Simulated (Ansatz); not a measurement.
## TiS (P6₃/mmc, No. 194, 4 atoms in the cell; start mp-554462)

The numbers are results of PBEsol (plane waves, PAW; Ansatz, an electronic-structure program), not measurements.

Numerical settings: plane-wave cutoff 520 eV, 18×18×10 k mesh (along the axes of the cell as run), Fermi–Dirac smearing 0.05 eV, no spin polarisation, scalar-relativistic PAW data made under PBE.

Cell (relaxed at this level):

```yaml
crystal:
  lattice:
    - [3.20781, 0.00000, 0.00000]
    - [-1.60390, 2.77804, 0.00000]
    - [0.00000, 0.00000, 6.40459]
  atoms:
    - { symbol: Ti, position: [0.00000, 0.00000, 0.00000] }
    - { symbol: Ti, position: [0.00000, 0.00000, 0.50000] }
    - { symbol: S, position: [0.33333, 0.66667, 0.25000] }
    - { symbol: S, position: [0.66667, 0.33333, 0.75000] }
```

- bulk modulus B0 = 152 GPa

Note: the run has no spin polarisation, so it can have missed a magnetic state; the bulk modulus is −V dP/dV from two relaxed cells at ±2 % in volume; the relaxation could not lower the start's symmetry, so the cell can be a saddle point above a distorted one.

A start named mp-… is a Materials Project structure, which need not be a measured phase.
